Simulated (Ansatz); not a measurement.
The reference is SrCl2 in the fluorite structure (space group Fm-3m, No. 225; a = 6.9078 Å).

Level of theory: PBEsol/PAW in Ansatz (a program for electronic structure), scalar-relativistic without spin-orbit coupling.

For the base:

- Density = 3.19 g/cm³

Perturbation: hydrostatic tension (pressure −2 GPa).

Task: Estimate the effect on the density and mean gap deformation potential ΔEg/Δln V.

Result: The density decreases by 0.186 g/cm³ (3.19 g/cm³ → 3.01 g/cm³); the mean gap deformation potential ΔEg/Δln V comes out as -3.7 eV.

Load acts through the strain it causes; cell and atoms are relaxed under it. Stability against distortions was not tested.
